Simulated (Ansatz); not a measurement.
The starting structures come from a database of crystals and need not be the phases stable at ambient conditions.

 Where the default PAW files enter, the runs use the earlier of Ansatz's two default sets.

Input:

```xyz
12
Lattice="5.1753 0.0000 0.0000 0.0000 5.1753 0.0000 0.0000 0.0000 5.1753" Properties=species:S:1:pos:R:3 pbc="T T T"
Sn     0.0000     2.5876     2.5876
Sn     2.5876     2.5876     0.0000
Sn     2.5876     0.0000     2.5876
Sn     0.0000     0.0000     0.0000
O      3.4214     4.3415     4.3415
O      1.7539     0.8337     0.8337
O      4.3415     0.8337     1.7539
O      0.8337     4.3415     3.4214
O      0.8337     3.4214     0.8337
O      4.3415     1.7539     4.3415
O      1.7539     1.7539     3.4214
O      3.4214     3.4214     1.7539
```

Space group of this cell: Pa-3. The cell is taken as given; by r2SCAN its mean pressure is -9.1 GPa.

The numbers are results of r2SCAN (plane waves, PAW; Ansatz, a program for electronic structure), not measurements.

The current runs along the normal of the first two printed vectors; no spin-orbit coupling. Scaled by the factor s: all lengths (ions clamped). Meshes 6×6×6 and 6×6 across the current in all rows.

```csv
s,mean pressure (GPa),band gap (eV)
0.98,4.1,1.82
1.00,-9.1,1.13
1.02,-18.7,?
```

Q: Take the slope of the band gap against ln s from the two given rows, extrapolate to s = 1.02, and say what the run there gives.

A: Slope = (1.82 − 1.13) / ln 0.98 = -34.2 eV. The line gives 1.13 + (-34.2) × ln 1.02 = 0.45 eV. The run gives 0.54 eV, 0.09 eV over the line, 13 % of the predicted step.
